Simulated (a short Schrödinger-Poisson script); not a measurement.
Stack: single CdTe/Cd0.6Zn0.4Te quantum well.

```
layer      material  thickness (nm)
-----  ------------  --------------
1      Cd0.6Zn0.4Te              20
2              CdTe              15
3      Cd0.6Zn0.4Te              20
```

The device is made up for the run: typed textbook-type constants, with dimensions and the other settings drawn at random. CdTe: direct gap (eV) 1.5, conduction-band edge (eV) 0, electron mass (mₑ) 0.096, heavy-hole mass 0.6, light-hole mass 0.12. Cd0.6Zn0.4Te: direct gap (eV) 1.74, conduction-band edge (eV) 0.192, electron mass (mₑ) 0.1, heavy-hole mass 0.6, light-hole mass 0.13.

The valence-band edge of each layer lies one gap below its conduction-band edge. The electron's potential energy rises along the stack by the applied field. Mesh 0.03 nm at interfaces.

Q: Estimate e1 and hh1 for infinitely high walls at zero field, and compare with the finite well.

A: ħ²π²/(2mL²) gives 17.4 meV for the electron and 2.8 meV for the heavy hole. The finite well gives 12.1 and 2.1 meV, 0.70 and 0.75 of the estimates, as the states reach into the barriers (1 % of e1 lies outside the well).

Solved with a short Schrödinger-Poisson script written for these runs: one-band effective-mass equation with BenDaniel-Duke matching, electrons, heavy and light holes apart, hard walls at the outer ends, one valence edge for both holes (no strain splitting), no charge, excitons, band mixing or non-parabolicity; under a field the levels are quasi-bound states of a box, listed while three quarters of their weight lies within 4 nm of the wells.
